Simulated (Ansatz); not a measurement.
The starting structures come from a database of crystals and need not be the phases stable at ambient conditions.

Crystal: TiTl2F6 (P-3m1, not sure to be the ambient phase, 9 atoms a cell, 18.4 Å³ an atom, -4 GPa at this level); planes in its conventional cell.

Method: r2SCAN (plane waves, PAW; Ansatz, an electronic-structure program).

No gap correction and no spin-orbit coupling; mid-gap values are interpolated between computed energies.

```csv
plane,area of the cell (Å²),mid-gap κ (1/Å),largest κ in the gap (1/Å)
(001),33.4,0.57,0.57
(111),62.8,(withheld),(withheld)
```

Task: The slowest decay depends on the direction. Supply the withheld values.

Result: 
- (111), mid-gap κ (1/Å): 0.45
- (111), largest κ in the gap (1/Å): 0.45
